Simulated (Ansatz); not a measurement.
## Hypothetical rutile TaSe2: response to strain

Consider TaSe$_{2}$ in the rutile structure (space group P4_2/mnm, No. 136; a hypothetical phase, not in the database extracts checked).

```
CELL_PARAMETERS angstrom
      6.29568     0.00000     0.00000
      0.00000     6.29568     0.00000
      0.00000     0.00000     3.42328
ATOMIC_POSITIONS crystal
  Ta 0.50000 0.50000 0.50000
  Ta 0.00000 0.00000 0.00000
  Se 0.79151 0.79151 0.50000
  Se 0.29151 0.70849 0.00000
  Se 0.70849 0.29151 0.00000
  Se 0.20849 0.20849 0.50000
```

Cartesian axes are those of the cell as printed.

Strains are applied to the cell and any free atomic positions relax; under biaxial strain the out-of-plane vector relaxes too; under stress the whole cell relaxes.

All numbers come from PBEsol (Ansatz, an electronic-structure program; PAW; 420 eV plane waves; without spin-orbit coupling).

Notes on the quantities. energy relative to the base: free energy F.

```tsv
case	energy relative to the base	space group	shortest interatomic distance
base	0 meV/atom	P4_2/mnm (No. 136)	2.525 Å
biaxial strain −2.00 %, plane normal [001], relaxed out of plane	–	P4_2/mnm (No. 136)	2.515 Å
isotropic strain −3.48 %	+90 meV/atom	P4_2/mnm (No. 136)	2.461 Å
isotropic strain +0.38 %	+0.9 meV/atom	P4_2/mnm (No. 136)	2.531 Å
isotropic strain +1.27 %	+9.8 meV/atom	P4_2/mnm (No. 136)	2.545 Å
uniaxial stress, 2 GPa tension along x	-23 meV/atom	Pnnm (No. 58)	2.543 Å
uniaxial stress, 5 GPa tension along z	+18 meV/atom	P4_2/mnm (No. 136)	2.543 Å
uniaxial stress, 2 GPa compression along z	+2.1 meV/atom	P4_2/mnm (No. 136)	2.520 Å
```

Without a gap, meshes like the base's 8×8×14 leave anisotropic stresses uncertain by several tenths of a GPa, and small strain energies with them. Stability under load was not tested beyond the relaxation. All final runs are without spin polarisation. Under uniaxial stress, 2 GPa tension along x the cell ends below the base's energy or with stress of the wrong sign: the atoms slid into a distortion or the cell is elastically unstable, so the base is not a stable minimum at this level. TaSe2 has a high density of states at the Fermi level and may be magnetic at this level.
